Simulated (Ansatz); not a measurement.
# Response to strain in Cu3N

Base system: Cu3N (space group Pm-3m, No. 221; a = 3.8270 Å).

Strains are applied to the cell and any free atomic positions relax.

All numbers come from Kohn–Sham DFT with the PBE functional, run in Ansatz (a program for electronic structure) with PAW and 420 eV plane waves, without spin-orbit coupling.

| isotropic strain (%) | pressure (GPa) |
|---|---|
| 0 | 0.0 |
| 0.76 | -2.5 |
| 1.54 | ? |
| 2.85 | -8.0 |
| 4.94 | -11.9 |

### Question
Fit P = P₀ − Bδ + Cδ² with δ = (1 + ε)³ − 1 to the rows shown and predict the withheld row.

### Answer
Least squares on the printed values gives P₀ = 0.0 GPa, B = 110 GPa, C = 217 GPa (largest residual 0.1 GPa); this predicts -4.7 GPa, and the run gives -4.8 GPa, in agreement.

Whether these cells are dynamically stable was not tested. The final runs are not spin-polarised.
